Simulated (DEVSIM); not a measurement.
Structure: Schottky contact on n-type CdTe, at 300 K.

Layer 1 from the left is CdTe, thickness (μm) 0.830, Nd (cm⁻³) 1.7e16, τn (s) 1.3e-8, τp (s) 1.3e-8.

Left contact: Schottky, work function 5 eV, emission velocity 5.7e6 cm/s. Right contact: ohmic. Voltage is applied to the left contact. Recombination: SRH at mid-gap. Mobility is μmin + (μ − μmin)/(1 + (N/Nref)^α).

This is a model device: material constants are rounded textbook-type values typed into the input, and sizes, dopings and lifetimes were drawn at random. Values at 300 K.

CdTe: gap (eV) 1.5, affinity (eV) 4.28, permittivity 10.2, Nc (cm⁻³) 8e17, Nv (cm⁻³) 1.8e19, μn (cm²/Vs) 1000, μp (cm²/Vs) 80, μn,min 100, μp,min 10, Nref,n 1e17, Nref,p 1e17, αn 0.6, αp 0.6.

DEVSIM, 1D drift-diffusion, Boltzmann statistics, complete ionisation; no tunnelling, impact ionisation, image-force lowering or self-heating. Metal contacts follow the ideal Schottky-Mott rule: no Fermi-level pinning, no interface dipoles.

Dark forward current:

| |V| (V) | |J| (A/cm²) |
|---|---|
| 0.05 | 3.064e-6 |
| 0.10 | 2.411e-5 |
| 0.15 | 0.0001686 |
| 0.20 | 0.001160 |
| 0.25 | 0.007943 |
| 0.30 | 0.05423 |
| 0.35 | 0.3686 |
| 0.40 | 2.481 |
| 0.45 | 16.21 |
| 0.50 | 94.29 |
| 0.55 | 389.8 |
| 0.60 | 1006 |
| 0.65 | 1857 |
| 0.70 | 2845 |

### Question
Work out the local ideality factor n = ΔV / (kT/q · ln(J2/J1)) between the rows 0.15 and 0.20 V, 0.65 and 0.70 V.

### Answer
kT/q = 25.85 mV. From 0.15 to 0.20 V: ln(0.001160/0.0001686) = 1.929, n = 1.00, near the 1 of diffusion or emission over a barrier. From 0.65 to 0.70 V: ln(2845/1857) = 0.427, n = 4.53; the layers' resistance at their doping, Σ W/(qμN) = 4.0e-5 Ω cm², would take 39 mV of this step of 50 mV.

### Question
Estimate the current at 0.30 V for emission alone, J0 = q v N_band exp(−φB/kT), and read the barrier back from the simulated current.

### Answer
φB = 0.720 eV, N_band = 8.00e17 cm⁻³, J0 = 5.85e-7 A/cm²; J = J0 (exp(qV/kT) − 1) = 0.0642 A/cm². The simulation gives 0.0542 A/cm²; the estimate lies 18 % above. Read backwards, the simulated current gives an apparent barrier of 0.724 eV. The estimate leaves out transport through the depletion region and minority injection.
